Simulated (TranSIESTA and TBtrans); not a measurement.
# In chain with one H atom inserted

Device: In chain with one H atom inserted. Leads: straight In chain, spacing 2.755 Å. Geometry: 3 atoms about the centre moved by SIESTA (PBE, DZP) to a largest force of 0.01 eV/Å, all others as built, motion along the axis alone.

TranSIESTA and TBtrans, PBE, DZP numerical orbitals (energy shift 0.15 eV), PseudoDojo norm-conserving scalar-relativistic potentials, mesh cutoff 200 Ry, 300 K, no spin polarisation, no spin-orbit coupling; self-consistent non-equilibrium Green functions.

```
Item                               Result
---------------------------------  ------
Conductance at 300 K (G0 = 2e²/h)    2.58
Mean T from −0.5 to 0.5 eV           1.95
```

Energies count from the leads' Fermi level. Transmissions are for one spin of a degenerate pair. The energy step is 0.01 eV; narrower resonances are cut or missed.

```tsv
E (eV)	T	lead channels
-2.00	0.78	1
-1.90	0.76	1
-1.80	0.73	1
-1.70	0.69	1
-1.60	0.63	1
-1.50	0.52	1
-1.40	0.28	1
-1.30	0	0
-1.20	0	0
-1.10	0	0
-1.00	0.47	1
-0.90	0.90	1
-0.80	0.98	1
-0.70	1.00	1
-0.60	1.00	1
-0.50	1.00	1
-0.40	1.00	1
-0.30	0.99	1
-0.20	1.74	3
-0.10	2.54	3
0.00	2.60	3
0.10	2.49	3
0.20	2.35	3
0.30	2.22	3
0.40	2.12	3
0.50	2.06	3
0.60	2.02	3
0.70	2.00	3
0.80	1.99	3
0.90	2.00	3
1.00	2.01	3
1.10	2.02	3
1.20	2.04	3
1.30	2.05	3
1.40	2.06	3
1.50	2.07	3
1.60	2.07	3
1.70	2.07	3
1.80	2.07	3
1.90	2.06	3
2.00	2.06	3
```

The straight chain is held at its spacing; free chains may zigzag or dimerise. No spin-polarised start was tried, so a magnetic state, if there is one, is missed.
